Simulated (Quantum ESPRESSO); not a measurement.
## Effort and miss along a sweep of conv_thr: Ta2O5 (Cm, 21 atoms in the cell)

Cell: a = 7.2331 Å, b = 7.2331 Å, c = 7.1618 Å, α = 117.54°, β = 117.54°, γ = 57.87°.

Level of theory: PBEsol, GBRV 1.5 ultrasoft (PBESOL) pseudopotentials (plane waves; Quantum ESPRESSO).

Base settings: ecutwfc = 40 Ry; ecutrho = 320 Ry; occupations = fixed; potentials = {Ta: ta_pbesol_v1.uspp.F.UPF, O: o_pbesol_v1.2.uspp.F.UPF}; K_POINTS = automatic 3 3 3 0 0 0; nbnd = 92; conv_thr = 1e-10 Ry; mixing_beta = 0.4.

Misses are taken against the tightest run, 7.3e-14 Ry, which need not be fully converged itself.

The count of work is k-points × plane waves × bands × iterations; it is no time, and leaves out set-up, grids and terms that scale otherwise. Core times come from one kind of shared machine and are given to one figure; runs under 30 s give none.

The starting cell comes from a database of computed structures (which also holds hypothetical and non-ambient phases and stackings), without a prior relaxation at this level.

| conv_thr | pressure less reference (GPa) | largest difference in the force on any atom (eV/Å) | count of work / reference | core time / reference (rough) |
|---|---|---|---|---|
| 0.0073 Ry | 4.63 | 0.207 | 0.23 | 0.4 |
| 0.00073 Ry | -0.67 | 0.061 | 0.32 | 0.5 |
| 7.3e-05 Ry | 0.19 | 0.023 | 0.41 | 0.5 |
| 7.3e-06 Ry | 0.07 | 0.012 | 0.45 | 0.6 |
| 7.3e-07 Ry | 0.01 | 0.001 | 0.55 | 0.7 |
| 7.3e-08 Ry | 0.00 | 0.001 | 0.64 | 0.8 |
| 7.3e-10 Ry | 0.00 | 0.000 | 0.73 | 0.9 |
| 1e-10 Ry | 0.00 | 0.000 | 0.82 | 1 |
| 7.3e-12 Ry | 0.00 | 0.000 | 0.86 | 1.0 |
| 7.3e-14 Ry | 0.00 | 0.000 | 1.0 | 1 |

Coarsest setting among those run that, with all tighter ones, holds the pressure within 2 GPa of the reference: 0.00073 Ry, off by 0.67 GPa; its saving against the reference is no more than about a factor of 2 in time.

Coarsest setting among those run that, with all tighter ones, holds the pressure within 0.1 GPa of the reference: 7.3e-06 Ry, off by 0.067 GPa; its saving against the reference is no more than about a factor of 2 in time.

The step from 0.0073 Ry to 7.3e-08 Ry: it takes the miss in the pressure from 4.6 to 0.003 GPa, for 2.8 times the count of work and roughly 2 times the time.
